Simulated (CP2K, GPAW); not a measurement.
A CP2K input for a self-consistent single point of KI (Fm-3m, 2 atoms in the cell) (DFT LDA (Pade form), GPW, DZVP-MOLOPT-SR-GTH basis, GTH-PADE potentials (GTH_POTENTIALS)):

```
&GLOBAL
  PROJECT ki
  RUN_TYPE ENERGY_FORCE
  PRINT_LEVEL MEDIUM
&END GLOBAL
&FORCE_EVAL
  METHOD Quickstep
  STRESS_TENSOR ANALYTICAL
  &DFT
    BASIS_SET_FILE_NAME BASIS_MOLOPT
    POTENTIAL_FILE_NAME GTH_POTENTIALS
    &QS
      METHOD GPW
      EPS_DEFAULT 1E-10
    &END QS
    &MGRID
      CUTOFF 500
      REL_CUTOFF 50
      NGRIDS 5
    &END MGRID
    &SCF
      SCF_GUESS ATOMIC
      EPS_SCF 1E-6
      MAX_SCF 100
      ADDED_MOS 4
      &DIAGONALIZATION
        ALGORITHM STANDARD
      &END DIAGONALIZATION
      &MIXING
        METHOD BROYDEN_MIXING
        ALPHA 0.3
        NBUFFER 10
        BETA 1.5
      &END MIXING
      &SMEAR ON
        METHOD FERMI_DIRAC
        ELECTRONIC_TEMPERATURE [K] 580.23
      &END SMEAR
    &END SCF
    &KPOINTS
      SCHEME MONKHORST-PACK 4 4 4
      GAMMA_CENTERED T
    &END KPOINTS
    &XC
      &XC_FUNCTIONAL PADE
      &END XC_FUNCTIONAL
    &END XC
    &PRINT
      &MO
        EIGENVALUES T
        OCCUPATION_NUMBERS T
        NDIGITS 8
        FILENAME mo
        &EACH
          QS_SCF 0
        &END EACH
        ADD_LAST NUMERIC
      &END MO
      &MULLIKEN ON
      &END MULLIKEN
    &END PRINT
  &END DFT
  &SUBSYS
    &CELL
      ABC 4.99924500 4.99924460 4.99924446
      ALPHA_BETA_GAMMA 59.99999791 60.00000306 60.00000399
      PERIODIC XYZ
    &END CELL
    &COORD
      K        0.00000000     0.00000000     0.00000000
      I        4.99924450     2.88631550     2.04093300
    &END COORD
    &KIND K
      BASIS_SET DZVP-MOLOPT-SR-GTH
      POTENTIAL GTH-PADE-q9
    &END KIND
    &KIND I
      BASIS_SET DZVP-MOLOPT-SR-GTH
      POTENTIAL GTH-PADE-q7
    &END KIND
  &END SUBSYS
  &PRINT
    &FORCES ON
    &END FORCES
    &STRESS_TENSOR ON
    &END STRESS_TENSOR
  &END PRINT
&END FORCE_EVAL
```

Problem. Write the same calculation as an input for GPAW.

Solution. This is the input that was run; spellings and numerical settings could be chosen otherwise.

```python
from ase import Atoms
from ase.units import GPa
from gpaw import GPAW

atoms = Atoms(['K', 'I'],
              cell=[[0.000000, 3.535000, 3.535000],
                    [3.535000, 0.000000, 3.535000],
                    [3.535000, 3.535000, 0.000000]],
              scaled_positions=[[0.000000, 0.000000, 0.000000],
                                [0.500000, 0.500000, 0.500000]],
              pbc=True)

calc = GPAW(mode={'name': 'pw', 'ecut': 600},
            xc='LDA',
            kpts={'size': (4, 4, 4), 'gamma': True},
            occupations={'name': 'fermi-dirac', 'width': 0.05},
            nbands=-4,
            convergence={'density': 1e-05, 'energy': 1e-05, 'bands': -2},
            symmetry={'symmorphic': False, 'tolerance': 0.0005},
            maxiter=100)

atoms.calc = calc

energy = atoms.get_potential_energy()
print('Energy (eV):', round(energy, 6))
forces = atoms.get_forces()
print('Forces (eV/Ang):')
print(forces.round(5))
stress = atoms.get_stress()
print('Stress (GPa, Voigt):', (stress / GPa).round(4))
```

Basis, cutoffs, solver keys and any potentials are the target program's own. This input uses DFT LDA (Perdew-Wang 92), plane waves, GPAW PAW datasets LDA (gpaw-data 1.0.1). LDA parametrisations can differ slightly between programs. Both were run: pressure -1.25 GPa in CP2K and -1.33 in GPAW; gap on the mesh 3.630 eV in CP2K and 3.611 in GPAW.

On CP2K: the starting cell has typed, rounded lattice constants, without a prior relaxation at this level. Spin-orbit coupling is off. Values carry the incompleteness of an atom-centred basis.

On GPAW: the starting cell has typed, rounded lattice constants, without a prior relaxation at this level. Spin-orbit coupling is off.
